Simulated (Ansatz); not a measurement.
Results of r²SCAN (plane waves, PAW; Ansatz, a first-principles code) for HfSiO4 (I4₁/amd, No. 141, 12 atoms in the cell; start COD 9000852).

Settings: plane-wave cutoff 560 eV, 8×8×8 k mesh, Fermi–Dirac smearing 0.01 eV, scalar-relativistic PAW data made under PBE.

Cell (measured lattice):

HfO₄Si has the tetragonal space group I4₁/amd, origin choice 1 (No. 141), Pearson symbol tI24. Cell: a = b = 6.572 Å, c = 5.963 Å, α = β = γ = 90.00°. Hf on 4a has 4 O at 2.115 Å and 4 O at 2.260 Å. Si on 4b is surrounded by 4 O at 1.620 Å (tetrahedral). O on 16h has 1 Si at 1.620 Å and 1 Hf at 2.115 Å and 1 Hf at 2.260 Å. (Neighbours: up to the widest gap in distance over summed covalent radii, below 1.35, at either atom; cation-cation and far metal-metal contacts left out.)
(The calculation used a cell of 12 atoms; values per cell refer to that cell.)

Question: Estimate the band gap and smallest direct gap on the k points sampled that the calculation returns.

Answer: 
* **band gap**: 6.02 eV
* **smallest direct gap on the k points sampled**: 6.39 eV

Note: the file's cell can be that of a phase stable at another temperature; cell and atoms aren't relaxed at this level (largest force component 0.06 eV/Å, pressure 1.1 GPa).

Spin–orbit coupling is not included.

The result took around 2.6 core-minutes (rough).
